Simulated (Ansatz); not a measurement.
Results of r²SCAN in Ansatz (PAW) for Li3TaO4 (model structure, started from the Li3PO4 type, Pmn2₁, No. 31, 16 atoms in the cell).

Settings: plane-wave cutoff 560 eV, 6×6×8 k mesh (along the axes of the cell as run), Fermi–Dirac smearing 0.01 eV, scalar-relativistic PAW data made under PBE.

Cell (relaxed with PBEsol):

Li$_{3}$TaO$_{4}$ has the orthorhombic space group Pmn2₁ (No. 31), Pearson symbol oP16. Cell: a = 6.5277 Å, b = 5.6254 Å, c = 4.8534 Å, α = β = γ = 90.00°. Li1 on 2a is coordinated by 4 O at 1.953–2.051 Å. Li2 on 4b is surrounded by 4 O at 1.951–2.003 Å (tetrahedral). Ta on 2a is surrounded by 4 O at 1.858–1.860 Å (tetrahedral). O1 on 4b sees 1 Ta at 1.858 Å and 3 Li at 1.951–1.957 Å (tetrahedral). O2 on 2a is coordinated by 1 Ta at 1.858 Å and 3 Li at 1.955–1.966 Å (tetrahedral). O3 on 2a has 1 Ta at 1.860 Å and 3 Li at 2.003–2.051 Å (tetrahedral). (Neighbours: up to the widest gap in distance over summed covalent radii, below 1.35, at either atom; cation-cation and far metal-metal contacts left out.)

Q: Give the computed band gap and smallest direct gap on the k points sampled.

A: 
- band gap = 6.01 eV
- smallest direct gap on the k points sampled = 6.25 eV

Note: the relaxation could raise the start's symmetry but not lower it, so the cell can be a saddle point; cell and atoms aren't relaxed at this level (largest force component 0.06 eV/Å, pressure -0.2 GPa).

Spin–orbit coupling is not included.

Computed values are for the static lattice.

Cost on a shared machine: about 2.6 core-minutes (a rough figure).

A model structure was made by putting elements into a prototype or built by hand; it is no filed structure, need not be a known phase, and can be a saddle point held by its symmetry.

Ansatz is an electronic-structure program.
